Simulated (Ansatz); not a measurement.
Base system: Pb in the fcc (Cu type) structure (space group Fm-3m, No. 225; relaxed with 0.1 eV smearing).

```yaml
crystal:
  lattice:
    - [0.00000, 2.46707, 2.46707]
    - [2.46707, 0.00000, 2.46707]
    - [2.46707, 2.46707, 0.00000]
  atoms:
    - { symbol: Pb, position: [0.00000, 0.00000, 0.00000] }
```

Cartesian axes are those of the cell as printed.

Method: PBEsol (Ansatz, a first-principles code), no spin-orbit coupling.

Strains are applied to the cell and any free atomic positions relax.

One change was made to it. Results:

The energy grows by 4.5 meV/atom; the pressure (mean of the normal stresses, compression positive) goes from zero to -1.3 GPa; the band gap stays zero.

Which change produced these results?
A. uniaxial strain ε_zz = −2.00 %
B. uniaxial strain ε_zz = +0.50 %
C. uniaxial strain ε_zz = +3.00 %

C, uniaxial strain ε_zz = +3.00 %. For comparison, the energy relative to the base in the other runs: uniaxial strain ε_zz = −2.00 % gives +2.2 meV/atom; uniaxial strain ε_zz = +0.50 % gives +0.1 meV/atom.

Stability against distortions was not tested.
